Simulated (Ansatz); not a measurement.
Base system: MgO in the rock salt structure (space group Fm-3m, No. 225).

```xyz
2
Lattice="0.0000 2.1071 2.1071 2.1071 0.0000 2.1071 2.1071 2.1071 0.0000" Properties=species:S:1:pos:R:3 pbc="T T T"
Mg     0.0000     0.0000     0.0000
O      2.1071     2.1071     2.1071
```

Levels (all Ansatz, a program for electronic structure, PAW): PBEsol (420 eV, without spin-orbit coupling); r2SCAN (500 eV, scalar-relativistic without spin-orbit coupling); HSE06 (420 eV, without spin-orbit coupling).

One geometry, relaxed with PBEsol, under each level:

Notes on the quantities. hole mass: degenerate bands, along [100].

```tsv
level	band gap	lowest conduction level above the VBM at special points	electron mass	hole mass	pressure
PBEsol	4.62 eV	Γ 4.62 eV; L 7.74 eV; X 8.95 eV; K 9.94 eV	0.34 mₑ (at Γ)	0.38, 2.1, 2.1 mₑ (at Γ)	0.00 GPa
r2SCAN	5.61 eV	Γ 5.61 eV; L 8.82 eV; X 10.04 eV; K 11.07 eV	0.31 mₑ (at Γ)	0.44, 2.5, 2.5 mₑ (at Γ)	-1.13 GPa
HSE06	6.47 eV	Γ 6.47 eV; L 9.69 eV; X 10.87 eV	–	–	–
```

Single points use the geometry relaxed with PBEsol. Their cutoffs differ, which shifts pressures a little. Effective masses come from finite differences of ±0.01 Å⁻¹. Whether these cells are dynamically stable was not tested. The base started in Pnma and relaxed to Fm-3m at this level.
